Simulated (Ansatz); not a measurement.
```yaml
crystal:
  lattice:
    - [3.72901, 0.00000, 0.00000]
    - [-1.86450, 3.22942, 0.00000]
    - [0.00000, 0.00000, 5.21557]
  atoms:
    - { symbol: Zr, position: [0.00000, 0.00000, 0.00000] }
    - { symbol: S, position: [0.33333, 0.66667, 0.26395] }
    - { symbol: S, position: [0.66667, 0.33333, 0.73605] }
```

No spin polarisation.

All numbers come from plane-wave PAW DFT at the r2SCAN+rVV10 level (Ansatz, a program for electronic structure, 500 eV), spin-orbit coupling left out. Γ-centred 10×10×6 mesh, Fermi–Dirac width 0.05 eV.

Task: Estimate the gap character.

Result: Indirect, Γ → M.

Task: Estimate the hole mass.

Result: 0.23 mₑ along z, 0.77 mₑ across (at Γ).

Load acts through the strain it causes; cell and atoms are relaxed under it. Effective masses come from finite differences of ±0.01 Å⁻¹. Stability under load was not tested beyond the relaxation. The cell was made from ZrS2 in the CdI2 type structure (space group P-3m1, No. 164; layered, stacked along the Cartesian z axis) by this change: uniaxial stress, 8 GPa compression along z.
